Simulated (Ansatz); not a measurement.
Worked example: self-consistent single point of TiFeH2 (P1, 8 atoms in the cell) in Ansatz (a first-principles code).

Computed with PBEsol, PAW files made with PBE (plane waves; Ansatz).

The change in words: atoms moved at random. Reference geometry:
```yaml
crystal:
  lattice:
    - [2.81432, 0.00000, 0.00000]
    - [0.00000, 4.74840, 0.00000]
    - [0.00000, 0.00000, 4.56458]
  atoms:
    - { symbol: Ti, position: [0.50000, 0.29982, 0.28994] }
    - { symbol: Ti, position: [0.50000, 0.70018, 0.78994] }
    - { symbol: Fe, position: [0.00000, 0.18703, 0.78968] }
    - { symbol: Fe, position: [0.00000, 0.81297, 0.28968] }
    - { symbol: H, position: [0.50000, 0.93246, 0.44952] }
    - { symbol: H, position: [0.50000, 0.06754, 0.94952] }
    - { symbol: H, position: [0.00000, 0.47856, 0.55285] }
    - { symbol: H, position: [0.00000, 0.52144, 0.05285] }
```

Reference input (self-consistent single point, DFT, PBEsol, plane waves, PAW files made with PBE): basis.ecutwfc = 30.9 Ry; kpoints.mp_grid.grid = 8 5 5; hamiltonian.xc = pbesol; hamiltonian.pseudopotentials = {kind: paw} (an earlier, softer set of the program's PAW files); scf.occupations.method = fermi_dirac; scf.occupations.width = 0.01 Ry. This run's input differs from it in these lines:

Ansatz 0.2 input:
```diff
@@ -7,10 +7,10 @@
   atoms:
-    - { symbol: Ti, position: [0.500000, 0.299820, 0.289940] }
-    - { symbol: Ti, position: [0.500000, 0.700180, 0.789940] }
-    - { symbol: Fe, position: [0.000000, 0.187030, 0.789680] }
-    - { symbol: Fe, position: [0.000000, 0.812970, 0.289680] }
-    - { symbol: H, position: [0.500000, 0.932460, 0.449520] }
-    - { symbol: H, position: [0.500000, 0.067540, 0.949520] }
-    - { symbol: H, position: [0.000000, 0.478560, 0.552850] }
-    - { symbol: H, position: [0.000000, 0.521440, 0.052850] }
+    - { symbol: Ti, position: [0.486952, 0.297495, 0.299718] }
+    - { symbol: Ti, position: [0.503446, 0.687504, 0.798249] }
+    - { symbol: Fe, position: [0.015557, 0.188010, 0.789351] }
+    - { symbol: Fe, position: [-0.001601, 0.815734, 0.293757] }
+    - { symbol: H, position: [0.498733, 0.934456, 0.440994] }
+    - { symbol: H, position: [0.490745, 0.076668, 0.946606] }
+    - { symbol: H, position: [-0.010010, 0.475977, 0.545453] }
+    - { symbol: H, position: [0.016178, 0.524156, 0.049853] }
 basis:
```

Output (repeated stretches shortened):

```
SCF iter   1: F=—  HF=-13912.470310 eV  |F-HF|=—  |Δ(HF+E_count)|=         —  Δρ=1.25e-1  dr2=6.90e0  ethr=3.10e-3  ⟨swp⟩=5.2  Hψ=12650  notcnv=0
all-band conjugate gradients solve this SCF's bands
preconditioner: auto → Kerker (q_TF=auto, 2.721 Å⁻¹)
SCF iter   2: F=—  HF=-13910.984865 eV  |F-HF|=—  |Δ(HF+E_count)|=    1.49e0  Δρ=3.64e-2  dr2=7.89e-1  ethr=3.10e-3  ⟨swp⟩=3.2  Hψ=8715  notcnv=0
   [... lines left out ...]
SCF iter   6: F=—  HF=-13910.714249 eV  |F-HF|=—  |Δ(HF+E_count)|=   1.19e-4  Δρ=3.87e-4  dr2=7.31e-5  ethr=5.59e-7  ⟨swp⟩=2.0  Hψ=6999  notcnv=0
SCF iter   7: F=—  HF=-13910.714244 eV  |F-HF|=—  |Δ(HF+E_count)|=   5.65e-6  Δρ=1.11e-4  dr2=6.92e-6  ethr=1.22e-7  ⟨swp⟩=1.2  Hψ=4552  notcnv=0
SCF iter   8: F=—  HF=-13910.714242 eV  |F-HF|=—  |Δ(HF+E_count)|=   1.65e-6  Δρ=3.93e-5  dr2=7.97e-7  ethr=1.15e-8  ⟨swp⟩=2.6  Hψ=6334  notcnv=0
SCF iter   9: F=-13910.714242 eV  HF=-13910.714242 eV  |F-HF|=7.25e-8  |Δ(HF+E_count)|=   2.03e-7  Δρ=1.44e-5  dr2=8.09e-8  ethr=1.67e-10  ⟨swp⟩=5.1  Hψ=16373  notcnv=0
SCF 1 converged in 9 iterations: F = -13910.714242 eV  dr2 = 8.09e-8
Free energy (F): -13910.714242 eV
Internal energy: -13910.404012 eV  (E = F + TS)
E sigma→0 (E₀):  -13910.559127 eV
Entropy (-TS):   -0.310230 eV (-38.779 meV/atom)
Fermi energy:    15.338700 eV
--- Forces (eV/Å), atoms counted from 1 ---
  atom   1  Ti     0.16966153     0.01523143    -0.39489429
  atom   2  Ti     0.08336225     0.76389593    -0.28520704
  atom   3  Fe    -0.57643062    -0.01108136     0.00615309
  atom   4  Fe     0.02476246    -0.18207767    -0.12765498
  atom   5  H     -0.00245666    -0.41725018     0.35953575
  atom   6  H      0.41331432    -0.20606573     0.01560922
  atom   7  H      0.09297544     0.18096855     0.19171475
  atom   8  H     -0.20519814    -0.14356538     0.23474651
--- Stress (GPa, compression-positive) ---
       -5.885737      -0.554377       0.532084
       -0.554379      -7.690965      -0.349277
        0.532084      -0.349281      -6.848735
  P = ⅓ Tr σ = -6.8085 GPa (-68.085 kbar)
  The stress holds the Pulay correction. Without it, at fixed plane waves, as pw.x and ABINIT print it: P = -6.9878 GPa
```

The run converged in 9 iterations. Against the reference run the free energy goes up by 10.6 meV/atom, the pressure goes from -7.50 to -6.81 GPa and the largest force goes from 0.114 to 0.820 eV/Å.

The starting cell comes from a database of computed structures (which also holds hypothetical and non-ambient phases and stackings), without a prior relaxation at this level. Its lattice was rescaled by a random factor within 2.5 % of one. For this run, on top of that: atoms moved at random. Spin polarisation is off. With a pressure of about -7 GPa the cell is away from its equilibrium volume at this level. Ansatz's pressure includes its estimate of the finite-basis (Pulay) stress.

Cost on one core of a shared machine: roughly 40 s.
